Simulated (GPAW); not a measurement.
**A short convergence ladder for Ag3Au (I4mm, 4 atoms in the cell)**

```xyz
4
Lattice="-2.0533 2.0533 4.0853 2.0533 -2.0533 4.0853 2.0533 2.0533 -4.0853" Properties=species:S:1:pos:R:3 pbc="T T T"
Ag     0.0000     2.0533     2.0427
Ag     2.0533     0.0000     2.0427
Ag     0.0000     0.0000     4.1353
Au     0.0000     0.0000     0.0000
```

Base method: PBEsol, GPAW PAW datasets PBEsol (made by gpaw-setup) (plane waves; GPAW).

Base settings: mode = pw; ecut = 600 eV; xc = PBEsol; kpts = 4 4 4; mesh shift (steps) = 0 0 0; occupations.name = methfessel-paxton; occupations.width = 0.1 eV; occupations.order = 0; nbands = -10; convergence.density = 1e-05 e/electron.

**The relaxed cell against the cutoff**

On Ag₃Au (I4/mmm, 4 atoms in the cell): atoms on their sites.

In this ladder: optimizer = BFGS; fmax = 0.05 eV/Å.

The mesh stays at the base's, so the ladder's end is converged at best in this setting alone.

Only quantities that move along the ladder and can be compared are tabulated.

| ecut | relaxed volume (Å³/atom) | relaxation steps |
|---|---|---|
| 300 eV | 16.177 | 3 |
| 360 eV | 16.329 | 3 |
| 420 eV | 16.554 | 3 |
| 510 eV | 16.677 | 2 |
| 600 eV | 16.706 | 2 |
| 720 eV | 16.693 | 2 |
| 900 eV | 16.709 | 2 |
| 1200 eV | 16.717 | 2 |

Coarsest ecut that holds the relaxed volume within 0.084 Å³/atom of the last step, with all finer ones: 510 eV; the step before is off by 0.16 Å³/atom.

At the lowest cutoff the cell relaxes to a volume 3.2 % smaller than at the highest.

On the base run: the starting cell comes from a database of computed structures (which also holds hypothetical and non-ambient phases and stackings), without a prior relaxation at this level. Its lattice was rescaled by up to half a per cent. One atom was moved a little off its site on purpose. Without a gap this mesh is coarse (it stands for a supercell whose shortest vector is 16 Å).
